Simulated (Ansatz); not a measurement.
Take a 9-atom supercell of ZrSe2 in the CdI2 type structure (space group P-3m1, No. 164; a = 3.735 Å, c = 6.031 Å; layered, stacked along the Cartesian z axis) at its relaxed geometry as the base.

Method: Ansatz (a quantum-chemistry and plane-wave program), PBE-D3(BJ), PAW, cutoff 420 eV, without spin-orbit coupling, earlier PAW set.

Before the change:

The pressure is 0.0 GPa and the mean distance from the defect site to its nearest host atoms is 2.68 Å.

Modification: one Se atom is replaced by Os, atoms relaxed at fixed cell, starting from a slightly rattled geometry.

Question: What does the calculation give for the pressure and mean distance from the defect site to its nearest host atoms after the change?

Answer: The pressure goes from zero to -3.4 GPa; the mean distance from the defect site to its nearest host atoms falls by 0.106 Å to 2.58 Å.

The cell is small, so the values are those of an ordered compound at a high defect concentration; dilute-limit values will differ. The final runs are not spin-polarised. Gaps under 0.05 eV, about the width of the smearing, are given as zero. The defect cell is not spin-polarised.
